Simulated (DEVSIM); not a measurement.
System: Pt/Al2O3/p-Ge capacitor, at 250 K.

```tsv
layer (left to right)	material	thickness (nm)	Na (cm⁻³)
1	Al2O3	4.40	-
2	Ge	10000	3.4e15
```

Metal gate on the left, work function 5.6 eV. Fixed charge at the semiconductor interface -9.8e10 cm⁻² (in units of +e); interface traps 1e11 cm⁻² eV⁻¹, uniform in energy, neutral level at 0.5 of the gap above the valence band.

This is a model device: material constants are rounded textbook-type values typed into the input, and sizes, dopings and lifetimes were drawn at random. Values at 300 K; Nc and Nv go as T^1.5, mobilities as T to minus their exponent, the gap by Varshni's rule with the affinity fixed.

```csv
parameter,Al2O3,Ge
gap (eV),6.8,0.664
affinity (eV),1.35,4
permittivity,9,16
Nc (cm⁻³),-,1.04e19
Nv (cm⁻³),-,6e18
Varshni α (eV/K),-,0.000477
Varshni β (K),-,235
```

Model (solved in DEVSIM): 1D Poisson equation in equilibrium, Boltzmann statistics, complete ionisation; no quantum confinement or tunnelling. Metal contacts follow the ideal Schottky-Mott rule: no Fermi-level pinning, no interface dipoles.

**Question.** Tabulate band edges, carrier densities and field at 1.35 V on the gate.

**Answer.** Energies count from the Fermi level of the right contact; mesh points crowd at the junctions.

```csv
x (μm),Ec (eV),Ev (eV),n (cm⁻³),p (cm⁻³),field (V/cm)
0.000,2.900,-3.900,< 1e2,< 1e2,45000
0.001213,2.905,-3.894,< 1e2,< 1e2,45000
0.002884,2.913,-3.887,< 1e2,< 1e2,45000
0.004195,2.919,-3.881,< 1e2,< 1e2,45000
0.006237,0.272,-0.410,2.6e13,2.4e10,13000
0.01023,0.278,-0.405,2.0e13,3.1e10,13000
0.01956,0.290,-0.393,1.1e13,5.5e10,13000
0.05318,0.331,-0.352,1.7e12,3.7e11,12000
0.1198,0.400,-0.283,6.9e10,9.0e12,9000
0.2752,0.495,-0.187,8.2e8,7.6e14,3500
0.6378,0.527,-0.155,1.9e8,3.3e15,44
1.945,0.528,-0.155,1.8e8,3.4e15,≈ 0
4.534,0.528,-0.155,1.8e8,3.4e15,≈ 0
7.633,0.528,-0.155,1.8e8,3.4e15,≈ 0
9.256,0.528,-0.155,1.8e8,3.4e15,≈ 0
9.684,0.528,-0.155,1.8e8,3.4e15,≈ 0
9.868,0.528,-0.155,1.8e8,3.4e15,≈ 0
9.947,0.528,-0.155,1.8e8,3.4e15,≈ 0
9.986,0.528,-0.155,1.8e8,3.4e15,≈ 0
9.997,0.528,-0.155,1.8e8,3.4e15,≈ 0
10.00,0.528,-0.155,1.8e8,3.4e15,≈ 0
10.00,0.528,-0.155,1.8e8,3.4e15,≈ 0
```
